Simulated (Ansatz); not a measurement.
Start from Si in the diamond structure (space group Fd-3m, No. 227).

```
Si
1.0
    0.00000     2.71678     2.71678
    2.71678     0.00000     2.71678
    2.71678     2.71678     0.00000
Si
2
Direct
  0.50000   0.50000   0.50000
  0.75000   0.75000   0.75000
```

Method: plane-wave PAW DFT at the PBEsol level (Ansatz, a quantum-chemistry and plane-wave program, 420 eV), no SOC, earlier PAW set.

One change was made to it. Results:

The band gap goes from 0.47 eV to zero; the density rises by 2.489 g/cm³ (2.33 g/cm³ → 4.81 g/cm³); the shortest interatomic distance rises by 0.705 Å (2.353 Å → 3.058 Å).

Name the change that was made.
(A) Si → Os
(B) Si → Te
(C) Si → P

B, Si → Te. For comparison, the density in the other runs: Si → P gives 2.65 g/cm³; Si → Os gives 15.18 g/cm³.

No phonon test of stability was made. As relaxed here, Te, P and Os are hypothetical phases, not in the database extracts checked. All final runs are without spin polarisation.
